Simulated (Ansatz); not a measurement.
# InSe: response to strain

Base system: InSe in the beta-GaS type structure (space group P6_3/mmc, No. 194; a = 4.016 Å, c = 16.926 Å; layered, stacked along the Cartesian z axis). Axes: x lies along a and z along c of the hexagonal cell.

Strains are applied to the cell and any free atomic positions relax.

Levels (all Ansatz, a program for electronic structure, PAW, earlier PAW set): r2SCAN+rVV10 (500 eV, spin-orbit coupling left out); HSE06 (420 eV, scalar-relativistic without spin-orbit coupling).

Band gaps by level, all at the geometries relaxed with r2SCAN+rVV10:

```json
[
 {"case": "base", "r2SCAN+rVV10": "0.85 eV", "HSE06": "1.20 eV"},
 {"case": "isotropic strain +2.95 %", "r2SCAN+rVV10": "0.57 eV", "HSE06": "0.92 eV"},
 {"case": "uniaxial strain ε_yy = +1.56 %", "r2SCAN+rVV10": "0.73 eV", "HSE06": "1.07 eV"},
 {"case": "strain tensor (xx, yy, zz, yz, xz, xy) = (+0.14, −0.53, −0.99, +1.58, −0.93, +0.71) %", "r2SCAN+rVV10": "0.82 eV", "HSE06": "1.16 eV"}
]
```

Single points use the geometry relaxed with r2SCAN+rVV10. Whether these cells are dynamically stable was not tested.
